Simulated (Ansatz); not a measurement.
## Ba: response to strain

Consider Ba in the bcc (W type) structure (space group Im-3m, No. 229; a = 4.8819 Å; relaxed with 0.1 eV smearing).

Strains are applied to the cell and any free atomic positions relax.

Computed with PBEsol (Ansatz, a quantum-chemistry and plane-wave program, PAW, no spin-orbit coupling).

Candidates:
(a) isotropic strain +1.00 %
(b) isotropic strain +0.50 %
(c) isotropic strain +1.50 %

Notes on the quantities. energy relative to the base: free energy F.

Q: Order them by energy relative to the base, lowest first.

A: (b) isotropic strain +0.50 % (+0.3 meV/atom), (a) isotropic strain +1.00 % (+1.4 meV/atom), (c) isotropic strain +1.50 % (+3.1 meV/atom)

Stability against distortions was not tested.
